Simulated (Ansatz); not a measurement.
The parent structure is ZnS in the zinc blende structure (space group F-43m, No. 216).

```yaml
crystal:
  lattice:
    - [0.00000, 2.67833, 2.67833]
    - [2.67833, 0.00000, 2.67833]
    - [2.67833, 2.67833, 0.00000]
  atoms:
    - { symbol: S, position: [0.75000, 0.75000, 0.75000] }
    - { symbol: Zn, position: [0.00000, 0.00000, 0.00000] }
```

Calculations: plane-wave PAW DFT at the PBEsol level (Ansatz, a first-principles code, 420 eV), no SOC.

Before the change:

The gap character is direct at Γ, the electron mass is 0.17 mₑ (at Γ) and the shortest interatomic distance is 2.320 Å.

One thing is altered: cell and atoms relaxed at a pressure of 9 GPa.

Q: How does this affect the gap character, electron mass and shortest interatomic distance?

A: The gap character remains direct at Γ; the electron mass goes from 0.17 mₑ (at Γ) to 0.19 mₑ (at Γ); the shortest interatomic distance decreases by 0.071 Å (2.320 Å → 2.249 Å).

Load acts through the strain it causes; cell and atoms are relaxed under it. Effective masses come from finite differences of ±0.01 Å⁻¹. Whether these cells are dynamically stable was not tested. Tetrahedral semiconductors of this kind turn to denser phases somewhere between about 1 and 50 GPa; those were not computed, so compressed cells here can lie past the real transition.
